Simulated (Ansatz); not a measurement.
Base system: HgTe in the zinc blende structure (space group F-43m, No. 216; a = 6.435 Å). Axes: x, y, z lie along the cube axes.

Level of theory: LDA (Ansatz, a program for electronic structure), no spin-orbit coupling.

For the base:

| Item | Result |
|---|---|
| Pressure | 0.0 GPa |
| Shortest interatomic distance | 2.786 Å |

Modification: uniaxial strain ε_zz = +0.50 %, all other strain components held at zero; the atoms relax in the strained cell.

### Question
How does this affect the pressure and shortest interatomic distance?

### Answer
The pressure (mean of the normal stresses, compression positive) goes from zero to -0.2 GPa; the shortest interatomic distance increases by 0.005 Å (2.786 Å → 2.791 Å).

A case with no gap was solved on a k-mesh chosen for an insulator, which is coarse for it. Stability against distortions was not tested. The final runs are not spin-polarised.
